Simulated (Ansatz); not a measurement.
Consider HgS in the rock salt structure (space group Fm-3m, No. 225; a = 5.4515 Å; a model cell, its experimental status unchecked).

It is then changed as follows: a hydrostatic pressure of 4.5 GPa.

Levels (all Ansatz, a quantum-chemistry and plane-wave program, PAW): PBEsol (420 eV, scalar-relativistic without spin-orbit coupling); PBEsol+SOC (420 eV, noncollinear with spin-orbit coupling).

The geometry is relaxed with PBEsol.

PBEsol pressure: 4.5 GPa

Problem. What does PBEsol+SOC give at this geometry for the pressure?

Solution. The pressure falls by 0.8 GPa, from 4.5 GPa to 3.7 GPa.

Single points use the geometry relaxed with PBEsol. Differences between runs with and without spin-orbit coupling are approximate. Load acts through the strain it causes; cell and atoms are relaxed under it. No phonon test of stability was made. The runs without spin-orbit coupling are not spin-polarised. This is not the structure that HgS has at room temperature and ambient pressure.
